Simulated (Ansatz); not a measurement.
## Hypothetical R-3m CoCuTe2 under a change: pressure −1 GPa

Base system: CoCuTe2 (space group R-3m, No. 166; a = 3.7041 Å, c = 18.6284 Å (hexagonal axes); non-magnetic; a hypothetical phase, not in the database extracts checked).

Perturbation: hydrostatic tension (pressure −1 GPa).

Level of theory: PBEsol in Ansatz (plane waves to 420 eV, PAW, scalar-relativistic without spin-orbit coupling). Γ-centred 15×15×15 mesh, Fermi–Dirac width 0.05 eV.

```json
[
 {"quantity": "volume per atom", "base": "18.45 Å³", "changed": "18.64 Å³", "shift": "+0.198 Å³"},
 {"quantity": "density", "base": "8.50 g/cm³", "changed": "8.41 g/cm³", "shift": "-0.09 g/cm³"},
 {"quantity": "c/a ratio", "base": "5.029", "changed": "5.034", "shift": "+0.005"},
 {"quantity": "shortest interatomic distance", "base": "2.556 Å", "changed": "2.563 Å", "shift": "+0.007 Å"},
 {"quantity": "enthalpy H = E + PV relative to the base's energy", "base": "–", "changed": "-0.12 eV/atom", "shift": "–"},
 {"quantity": "band gap", "base": "zero", "changed": "zero", "shift": "–"}
]
```

Load acts through the strain it causes; cell and atoms are relaxed under it. No phonon test of stability was made. Seeded moments were not kept for the base. All final runs are without spin polarisation. CoCuTe2 has a high density of states at the Fermi level and may be magnetic at this level.

Ansatz is a first-principles code.
